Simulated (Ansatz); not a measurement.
**How far to go with the plane-wave cutoff: Bi₂PdPt (P3m1, 4 atoms in the cell)**

```yaml
crystal:
  lattice:
    - [4.30734, 0.00000, 0.00000]
    - [-2.15367, 3.73027, 0.00000]
    - [0.00000, 0.00000, 5.59778]
  atoms:
    - { symbol: Bi, position: [0.33333, 0.66667, 0.25381] }
    - { symbol: Bi, position: [0.66667, 0.33333, 0.75512] }
    - { symbol: Pd, position: [0.00000, 0.00000, 0.50000] }
    - { symbol: Pt, position: [0.00000, 0.00000, 0.00000] }
```

Computed with LDA (PW92), default PAW files made with PBE (plane waves; Ansatz, an electronic-structure program).

Base settings: basis.ecutwfc = 30.9 Ry; kpoints.mp_grid.grid = 7 7 4; hamiltonian.xc = lda; hamiltonian.pseudopotentials = {kind: paw} (the program's default PAW files); scf.occupations.method = fermi_dirac; scf.occupations.width = 0.0073 Ry.

The second cell is the first with its lattice scaled by 0.98.

The mesh stays at the base's, so the ladder's end is converged at best in this setting alone.

The first pressure column holds Ansatz's estimate of the finite-basis (Pulay) stress, which hides part of the cutoff error; the other is without it.

Only quantities that move along the ladder and can be compared are tabulated.

The count of work is k-points × plane waves × bands × iterations; it is no time. 

The starting cell comes from a database of computed structures (which also holds hypothetical and non-ambient phases and stackings), without a prior relaxation at this level. Its lattice was rescaled by up to half a per cent. One atom was moved a little off its site on purpose. Spin polarisation is off. In the base run, with a pressure of about -4 GPa the cell is away from its equilibrium volume at this level.

| basis.ecutwfc | free energy less the last step's (meV/atom) | energy of the compressed cell less the first (meV/atom) | pressure (GPa) | pressure without the Pulay estimate (GPa) | largest difference of a force vector from the last step's (eV/Å) | count of work / last |
|---|---|---|---|---|---|---|
| 10.7 Ry | 72577.72 | 81.15 | -12.40 | -1792.90 | 0.414 | 0.093 |
| 12.5 Ry | 30462.94 | -376.95 | -21.78 | -905.38 | 0.146 | 0.10 |
| 14 Ry | 14504.22 | -213.42 | -11.84 | -491.82 | 0.112 | 0.11 |
| 15.4 Ry | 7119.91 | -19.28 | -3.28 | -273.29 | 0.088 | 0.11 |
| 16.9 Ry | 3186.86 | -1.32 | -0.65 | -141.28 | 0.037 | 0.13 |
| 18.4 Ry | 1362.94 | 20.01 | -1.56 | -71.18 | 0.030 | 0.15 |
| 21.7 Ry | 170.03 | 0.09 | -3.43 | -15.35 | 0.007 | 0.18 |
| 24.6 Ry | 20.89 | -0.38 | -3.61 | -5.45 | 0.001 | 0.19 |
| 27.9 Ry | 2.78 | -0.28 | -3.56 | -3.68 | 0.000 | 0.23 |
| 30.9 Ry | 1.63 | -0.36 | -3.57 | -3.61 | 0.000 | 0.27 |
| 33.8 Ry | 0.97 | -0.41 | -3.58 | -3.61 | 0.000 | 0.30 |
| 37.1 Ry | 0.59 | -0.42 | -3.58 | -3.59 | 0.000 | 0.35 |
| 41.5 Ry | 0.45 | -0.43 | -3.58 | -3.58 | 0.000 | 0.42 |
| 46.3 Ry | 0.28 | -0.44 | -3.58 | -3.59 | 0.000 | 0.49 |
| 54 Ry | 0.13 | -0.45 | -3.58 | -3.58 | 0.000 | 0.63 |
| 61.7 Ry | 0.06 | -0.45 | -3.58 | -3.58 | 0.000 | 0.76 |
| 74.2 Ry | 0.00 | -0.45 | -3.58 | -3.58 | 0.000 | 1.0 |

Coarsest basis.ecutwfc that holds the free energy within 2 meV/atom of the last step, with all finer ones: 30.9 Ry, at 0.27 of the last step's count of work; the step before is off by 2.8 meV/atom.

Coarsest basis.ecutwfc that holds the pressure without the Pulay estimate within 0.2 GPa of the last step, with all finer ones: 27.9 Ry, at 0.23 of the last step's count of work; the step before is off by 1.9 GPa.

Coarsest basis.ecutwfc that holds the energy of the compressed cell less the first within 1 meV/atom of the last step, with all finer ones: 21.7 Ry, at 0.18 of the last step's count of work; the step before is off by 20 meV/atom.

The energy difference between the two cells stays within 1 meV/atom of the last step's from 21.7 Ry on, the total only from 33.8 Ry on: much of the error is common to both cells and cancels.

At the lowest cutoff the pressure without the Pulay estimate lies 1790 GPa under the last step's, the usual sign of Pulay stress in an incomplete plane-wave basis.

Keys are those of Ansatz 0.2.
